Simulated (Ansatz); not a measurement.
**Lu, response to strain**

Take Lu in the hcp (Mg type) structure (space group P6_3/mmc, No. 194; a = 3.506 Å, c = 5.482 Å; relaxed with 0.1 eV smearing) as the base. Axes: x lies along a and z along c of the hexagonal cell.

Strains are applied to the cell and any free atomic positions relax; under biaxial strain the out-of-plane vector relaxes too.

Calculations: PBE (Ansatz, a first-principles code; PAW; 420 eV plane waves; no spin-orbit coupling).

Candidates:
(a) biaxial strain +3.83 %, plane normal [001], relaxed out of plane
(b) biaxial strain −4.15 %, plane normal [001], relaxed out of plane
(c) biaxial strain −1.14 %, plane normal [001], relaxed out of plane

Notes on the quantities. in-plane stress: mean in-plane stress (compression positive).

**Question.** Order them by in-plane stress, lowest first.

**Answer.** (a) biaxial strain +3.83 %, plane normal [001], relaxed out of plane (-3.6 GPa), (c) biaxial strain −1.14 %, plane normal [001], relaxed out of plane (+1.3 GPa), (b) biaxial strain −4.15 %, plane normal [001], relaxed out of plane (+5.0 GPa)

Whether these cells are dynamically stable was not tested.
